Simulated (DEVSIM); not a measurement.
Structure: TaN/HfO2/n-Si capacitor, at 300 K.

```csv
layer (left to right),material,thickness (nm),Nd (cm⁻³)
1,HfO2,4.80,-
2,Si,720,6.4e16
```

Metal gate on the left, work function 4.4 eV. Fixed charge at the semiconductor interface -5e11 cm⁻² (in units of +e); no interface traps.

Constants are typed, rounded textbook-type inputs, not results; the design itself was drawn at random and stands for no fabricated device. Values at 300 K.

| parameter | HfO2 | Si |
|---|---|---|
| gap (eV) | 5.7 | 1.124 |
| affinity (eV) | 2.5 | 4.05 |
| permittivity | 22 | 11.7 |
| Nc (cm⁻³) | - | 2.86e19 |
| Nv (cm⁻³) | - | 3.1e19 |

DEVSIM, 1D Poisson equation in equilibrium, Boltzmann statistics, complete ionisation; no quantum confinement or tunnelling. Metal contacts follow the ideal Schottky-Mott rule: no Fermi-level pinning, no interface dipoles.

Question: Tabulate band edges, carrier densities and field at -0.4 V on the gate.

Answer: Energies count from the Fermi level of the right contact; mesh points crowd at the junctions.

| x (μm) | Ec (eV) | Ev (eV) | n (cm⁻³) | p (cm⁻³) | field (V/cm) |
|---|---|---|---|---|---|
| 0.000 | 2.300 | -3.400 | < 1e2 | < 1e2 | -15000 |
| 0.0008359 | 2.299 | -3.401 | < 1e2 | < 1e2 | -15000 |
| 0.002047 | 2.297 | -3.403 | < 1e2 | < 1e2 | -15000 |
| 0.003341 | 2.295 | -3.405 | < 1e2 | < 1e2 | -15000 |
| 0.004655 | 2.293 | -3.407 | < 1e2 | < 1e2 | -15000 |
| 0.005504 | 0.735 | -0.389 | 1.3e7 | 9.2e12 | -100000 |
| 0.007186 | 0.718 | -0.406 | 2.5e7 | 4.7e12 | -100000 |
| 0.01162 | 0.673 | -0.451 | 1.4e8 | 8.3e11 | -98000 |
| 0.01881 | 0.605 | -0.519 | 2.0e9 | 6.0e10 | -91000 |
| 0.03152 | 0.497 | -0.627 | 1.3e11 | 9.1e8 | -79000 |
| 0.05663 | 0.330 | -0.794 | 8.0e13 | 1400000 | -54000 |
| 0.1229 | 0.166 | -0.958 | 4.7e16 | 2500 | -4700 |
| 0.2302 | 0.158 | -0.966 | 6.4e16 | 1800 | ≈ 0 |
| 0.4105 | 0.158 | -0.966 | 6.4e16 | 1800 | ≈ 0 |
| 0.5904 | 0.158 | -0.966 | 6.4e16 | 1800 | ≈ 0 |
| 0.6522 | 0.158 | -0.966 | 6.4e16 | 1800 | ≈ 0 |
| 0.6871 | 0.158 | -0.966 | 6.4e16 | 1800 | ≈ 0 |
| 0.7048 | 0.158 | -0.966 | 6.4e16 | 1800 | ≈ 0 |
| 0.7169 | 0.158 | -0.966 | 6.4e16 | 1800 | ≈ 0 |
| 0.7210 | 0.158 | -0.966 | 6.4e16 | 1800 | ≈ 0 |
| 0.7233 | 0.158 | -0.966 | 6.4e16 | 1800 | ≈ 0 |
| 0.7248 | 0.158 | -0.966 | 6.4e16 | 1800 | ≈ 0 |
